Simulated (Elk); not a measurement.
Band structure of MnGa4 (Im-3m, 5 atoms in the cell).

```
MnGa4
1.0
   -2.77187     2.77187     2.77187
    2.77187    -2.77187     2.77187
    2.77187     2.77187    -2.77187
Mn Ga
1 4
Direct
  0.00000   0.00000   0.00000
  0.00000   0.00000   0.50000
  0.00000   0.50000   0.00000
  0.50000   0.50000   0.50000
  0.50000   0.00000   0.00000
```
Moments meant for the start (each program seeds them in its own way; μB, in the order of the atoms Mn Ga Ga Ga Ga): 4.0 0.0 0.0 0.0 0.0.

Computed with PBEsol, all-electron FP-LAPW, Elk's shipped species files, default APW+lo basis in Elk.

Settings: xctype = 22; spinpol = true; rgkmax = 7; stype = 3; swidth = 0.00367493 Ha; ngridk = 6 6 6; reducebf = 0.5; rmtscf = 0.89; nempty = 8 per atom; bfcmt = [[0.0, 0.0, -4.0], [0.0, 0.0, 0.0], [0.0, 0.0, 0.0], [0.0, 0.0, 0.0], [0.0, 0.0, 0.0]].

The starting cell comes from a database of computed structures (which also holds hypothetical and non-ambient phases and stackings), without a prior relaxation at this level. The moments shrank to a small part of their start, a low-spin state that need not be the lowest. Values depend on the basis (sphere radii, cutoffs, local orbitals), which need not be converged.

Levels in eV from the Fermi level, bands 30 to 37 of the first spin channel:
```json
[
 {"point": "Γ", "30": "-1.92", "31": "-1.92", "32": "-1.16", "33": "-1.16", "34": "-1.16", "35": "-0.90", "36": "-0.90", "37": "1.62"},
 {"point": "H", "30": "-4.92", "31": "-2.27", "32": "-2.27", "33": "-2.27", "34": "0.34", "35": "0.34", "36": "2.35", "37": "3.67"},
 {"point": "N", "30": "-2.41", "31": "-1.88", "32": "-1.59", "33": "-1.40", "34": "0.68", "35": "0.69", "36": "1.06", "37": "2.49"},
 {"point": "P", "30": "-1.63", "31": "-1.63", "32": "-1.30", "33": "-1.30", "34": "2.75", "35": "2.75", "36": "2.75", "37": "3.15"}
]
```

Bands cross the Fermi level along this path, so the cell is metallic at this level.

The net moment of the cell came out as 0.39 μB.
